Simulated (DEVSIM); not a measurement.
# illuminated GaAs p-on-n cell, one wavelength

Device: illuminated GaAs p-on-n cell, one wavelength, at 400 K.

```tsv
layer (left to right)	material	thickness (μm)	Nd (cm⁻³)	Na (cm⁻³)	τn (s)	τp (s)	absorption coefficient (cm⁻¹)
1	GaAs	0.720	-	1.6e18	5.9e-8	7.2e-9	19000
2	GaAs	1.40	4e16	-	6.5e-8	6.5e-8	19000
```

Left contact: ohmic, minority electron recombination velocity 2e5 cm/s. Right contact: ohmic, minority hole recombination velocity 3e5 cm/s. Voltage is applied to the left contact. Recombination: SRH at mid-gap, radiative, Auger. Light enters at the left, 7.3e17 photons cm⁻² s⁻¹, one pass, no reflection. Mobility is constant in doping.

Constants are typed, rounded textbook-type inputs, not results; the design itself was drawn at random and stands for no fabricated device. Values at 300 K; Nc and Nv go as T^1.5, mobilities as T to minus their exponent, the gap by Varshni's rule with the affinity fixed.

| parameter | GaAs |
|---|---|
| gap (eV) | 1.424 |
| affinity (eV) | 4.07 |
| permittivity | 12.9 |
| Nc (cm⁻³) | 4.7e17 |
| Nv (cm⁻³) | 9e18 |
| μn (cm²/Vs) | 8500 |
| μp (cm²/Vs) | 400 |
| T exponent of μn | 2.1 |
| T exponent of μp | 2.2 |
| B (cm³/s) | 2e-10 |
| Cn (cm⁶/s) | 1e-30 |
| Cp (cm⁶/s) | 1e-30 |
| Varshni α (eV/K) | 0.000541 |
| Varshni β (K) | 204 |

DEVSIM, 1D drift-diffusion, Boltzmann statistics, complete ionisation; no tunnelling, impact ionisation, image-force lowering or self-heating.

```
Quantity                                                  Result
---------------------------------------------------  -----------
Potential step across the device at zero bias            1.203 V
Largest field in the device at zero bias             120000 V/cm
Dark forward voltage at 1 A/cm²                          0.874 V
Dark forward voltage at 100 A/cm²                        1.039 V
Short-circuit current                                 105 mA/cm²
Open-circuit voltage                                     0.795 V
Fill factor                                                 0.82
Largest power                                        68.3 mW/cm²
Share of generated pairs collected at short circuit        0.915
```

Dark forward current:

```
V (V)  J (A/cm²)
-----  ---------
0.05      1.5e-8
0.10      4.4e-8
0.15      1.1e-7
0.20      2.4e-7
0.25      5.2e-7
0.30      1.2e-6
0.35      2.6e-6
0.40      6.2e-6
0.45      1.6e-5
0.50      4.4e-5
0.55     0.00014
0.60     0.00047
0.65      0.0018
0.70      0.0070
0.75       0.029
0.80        0.12
0.85        0.50
0.90         2.1
0.95         8.7
1.00          36
1.05         130
1.10         450
1.15        1400
1.20        3800
```

Small-signal capacitance in reverse bias (quasi-static):

```json
[
 {"V (V)": "-0.04", "C (nF/cm²)": "55.5"},
 {"V (V)": "-0.1", "C (nF/cm²)": "54.1"},
 {"V (V)": "-0.2", "C (nF/cm²)": "52.0"},
 {"V (V)": "-0.3", "C (nF/cm²)": "50.1"},
 {"V (V)": "-0.4", "C (nF/cm²)": "48.4"},
 {"V (V)": "-0.6", "C (nF/cm²)": "45.5"},
 {"V (V)": "-0.8", "C (nF/cm²)": "43.0"},
 {"V (V)": "-1", "C (nF/cm²)": "41.0"},
 {"V (V)": "-1.3", "C (nF/cm²)": "38.3"},
 {"V (V)": "-1.6", "C (nF/cm²)": "36.2"},
 {"V (V)": "-2", "C (nF/cm²)": "33.8"}
]
```
